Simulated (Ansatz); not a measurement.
**A computed series for Re: response to strain**

The reference is Re in the hcp (Mg type) structure (space group P6_3/mmc, No. 194; a = 2.776 Å, c = 4.481 Å; relaxed with 0.1 eV smearing). Axes: x lies along a and z along c of the hexagonal cell.

Strains are applied to the cell and any free atomic positions relax; under biaxial strain the out-of-plane vector relaxes too.

Computed with PBE/PAW in Ansatz (a program for electronic structure), spin-orbit coupling left out.

```json
[
 {"biaxial strain, plane normal [001], relaxed out of plane (%)": "0", "out-of-plane strain (%)": "0.00"},
 {"biaxial strain, plane normal [001], relaxed out of plane (%)": "0.5", "out-of-plane strain (%)": "-0.34"},
 {"biaxial strain, plane normal [001], relaxed out of plane (%)": "1", "out-of-plane strain (%)": "?"},
 {"biaxial strain, plane normal [001], relaxed out of plane (%)": "1.5", "out-of-plane strain (%)": "-1.04"},
 {"biaxial strain, plane normal [001], relaxed out of plane (%)": "2", "out-of-plane strain (%)": "-1.39"},
 {"biaxial strain, plane normal [001], relaxed out of plane (%)": "2.5", "out-of-plane strain (%)": "-1.75"},
 {"biaxial strain, plane normal [001], relaxed out of plane (%)": "3", "out-of-plane strain (%)": "-2.11"}
]
```

Question: Fit ε⊥ = −νε + γε² (strains in %) to the rows shown and predict the withheld row.

Answer: Least squares on the printed values gives ν = 0.68 (the biaxial Poisson response) and γ = -0.008 (largest residual 0.00 %); this predicts -0.69 %, and the run gives -0.69 %, in agreement.

No phonon test of stability was made. The final runs are not spin-polarised.
